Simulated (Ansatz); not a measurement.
Worked example: self-consistent single point of Cs (Im-3m, 1 atom in the cell) in Ansatz (an electronic-structure program).

Level of theory: PBE (plane waves, PAW; Ansatz).

The change in words: lattice scaled by 0.98. Reference geometry:
```
Cs
1.0
   -3.15975     3.15975     3.15975
    3.15975    -3.15975     3.15975
    3.15975     3.15975    -3.15975
Cs
1
Direct
  0.00000   0.00000   0.00000
```

Reference input (self-consistent single point, DFT, PBE, plane waves, default PAW files): kpoints.mp_grid.grid = 6 6 6; hamiltonian.xc = pbe; hamiltonian.pseudopotentials = {kind: paw} (the program's default PAW files); scf.occupations.method = fermi_dirac; scf.occupations.width = 0.05 eV. This run's input differs from it in these lines:

```diff
@@ -3,5 +3,5 @@
   lattice:
-    - [-3.159750, 3.159750, 3.159750]
-    - [3.159750, -3.159750, 3.159750]
-    - [3.159750, 3.159750, -3.159750]
+    - [-3.096555, 3.096555, 3.096555]
+    - [3.096555, -3.096555, 3.096555]
+    - [3.096555, 3.096555, -3.096555]
   atoms:
```

Log, with long lists cut:

```
SCF iter   1: F=—  HF=-5670.760268 eV  |F-HF|=—  |Δ(HF+E_count)|=         —  Δρ=2.67e-4  dr2=6.97e-5  ethr=1.77e-3  ⟨swp⟩=6.0  Hψ=1214  notcnv=0
all-band conjugate gradients solve this SCF's bands
preconditioner: auto → none
SCF iter   2: F=—  HF=-5670.760567 eV  |F-HF|=—  |Δ(HF+E_count)|=   2.99e-4  Δρ=1.41e-4  dr2=2.29e-5  ethr=7.74e-7  ⟨swp⟩=2.6  Hψ=364  notcnv=0
   [... lines left out ...]
SCF iter   4: F=-5670.760605 eV  HF=-5670.760605 eV  |F-HF|=1.15e-7  |Δ(HF+E_count)|=   2.38e-8  Δρ=8.13e-6  dr2=7.45e-8  ethr=1.03e-8  ⟨swp⟩=2.2  Hψ=212  notcnv=0
iter 5 did not close the SCF: its close was put off for the readings that it lacked (scf_convergence_deferred on its scf_iter line)
SCF iter   5: F=-5670.760605 eV  HF=-5670.760605 eV  |F-HF|=1.40e-8  |Δ(HF+E_count)|=   1.13e-7  Δρ=3.45e-6  dr2=1.58e-8  ethr=8.28e-10  ⟨swp⟩=2.6  Hψ=220  notcnv=0
SCF iter   6: F=-5670.760605 eV  HF=-5670.760605 eV  |F-HF|=9.09e-13  |Δ(HF+E_count)|=   1.75e-8  Δρ=8.86e-8  dr2=1.16e-11  ethr=1.76e-10  ⟨swp⟩=2.0  Hψ=482  notcnv=0
SCF 1 converged in 6 iterations: F = -5670.760605 eV  dr2 = 1.16e-11
Free energy (F): -5670.760605 eV
Internal energy: -5670.742464 eV  (E = F + TS)
E sigma→0 (E₀):  -5670.751534 eV
Entropy (-TS):   -0.018141 eV (-18.141 meV/atom)
Fermi energy:    2.100227 eV
--- Forces (eV/Å), atoms counted from 1 ---
  atom   1  Cs     0.00000000    -0.00000000     0.00000000
--- Stress (GPa, compression-positive) ---
       -0.021252       0.000000       0.000000
        0.000000      -0.021252      -0.000000
        0.000000       0.000000      -0.021252
  P = ⅓ Tr σ = -0.0213 GPa (-0.213 kbar)
  The stress holds the Pulay correction. Without it, at fixed plane waves, as pw.x and ABINIT print it: P = -0.0213 GPa
```

The run converged in 6 iterations. Against the reference run the free energy goes down by 3.4 meV/atom and the pressure goes from -0.12 to -0.02 GPa. The full log also holds: “iter 4 did not close the SCF: its close was put off for the readings that it lacked (scf_convergence_deferred on its scf_iter line)”.

The starting cell comes from a database of computed structures (which also holds hypothetical and non-ambient phases and stackings), without a prior relaxation at this level. Its lattice was rescaled by a random factor within 2.5 % of one. For this run, on top of that: lattice scaled by 0.98. Ansatz's pressure includes its estimate of the finite-basis (Pulay) stress.

Keys are those of Ansatz 0.2.
